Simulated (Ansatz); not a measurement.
**What isotropic strain −3.64 % does to ZnSe**

The reference is ZnSe in the zinc blende structure (space group F-43m, No. 216; a = 5.7330 Å).

Now apply this change: the cell is scaled by 0.9636 in all directions; the atoms relax in the strained cell.

The values are results of Kohn–Sham DFT with the PBE functional, run in Ansatz (a program for electronic structure) with PAW and 420 eV plane waves, without spin-orbit coupling, not measurements. k-mesh 10×10×10 (Γ-centred); smearing 0.05 eV (Fermi–Dirac).

The volume per atom decreases by 2.48 Å³ (23.55 Å³ → 21.07 Å³) and the space group is still F-43m (No. 216). The shortest interatomic distance falls by 0.090 Å (2.482 Å → 2.392 Å) and the energy goes up by 57 meV/atom. The pressure increases by 8.112 GPa, from -0.01 GPa to 8.11 GPa and the band gap grows by 0.45 eV (1.15 eV → 1.60 eV). The gap character stays direct at Γ and the electron mass becomes 0.11 mₑ (at Γ) (base: 0.090 mₑ (at Γ)). The hole mass (degenerate bands, along [100]) goes from 0.094, 0.63, 0.63 mₑ (at Γ) to 0.12, 0.54, 0.54 mₑ (at Γ) and the valley order (the lowest conduction-band minima on the path, energy above the VBM, named in the base's zone) becomes Γ 1.60 eV; L along ⟨111⟩ 2.68 eV; X along ⟨100⟩ 2.80 eV (base: Γ 1.15 eV; L along ⟨111⟩ 2.49 eV; X along ⟨100⟩ 3.07 eV).

Effective masses come from finite differences of ±0.01 Å⁻¹. Whether these cells are dynamically stable was not tested.
